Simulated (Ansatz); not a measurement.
**Point defect Se_S in rock-salt PbS**

Method: PBE, PAW (plane waves to 420 eV; Ansatz, a program for electronic structure). Cell and caveats: 64-site cell; 2×2×2 shifted k-points; start: the S site; no spin–orbit coupling; energies good to tenths of an eV.

Neighbours after relaxation, in Å: of the Se atom: Pb 3.05, Pb 3.05, Pb 3.05, Pb 3.06, Pb 3.06, Pb 3.06.

Formation energies E_f are those of the neutral cell. Chemical conditions: Pb-rich (Δμ(S) = -1.11 eV, Δμ(Se) = -1.13 eV, bounded by rock-salt PbSe; only phases computed here count, gases as isolated molecules at 0 K); S-rich (Δμ(S) = 0.00 eV, Δμ(Se) = -0.022 eV, bounded by rock-salt PbSe; only phases computed here count, gases as isolated molecules at 0 K). Reference phases: S: S8 molecule in a box, Se: trigonal Se.

```csv
charge,moment (μB),point group,largest move off a lattice site (Å),"E_f, Pb-rich (eV)","E_f, S-rich (eV)"
0,not spin-polarised,Oh,0.05,0.06,0.06
```

Point groups are those of the whole cell at tolerances of 0.03 and 0.1 Å ("near" where only the looser one holds); none is given for unsettled states.

All states together cost about 30 core-minutes (a rough figure).
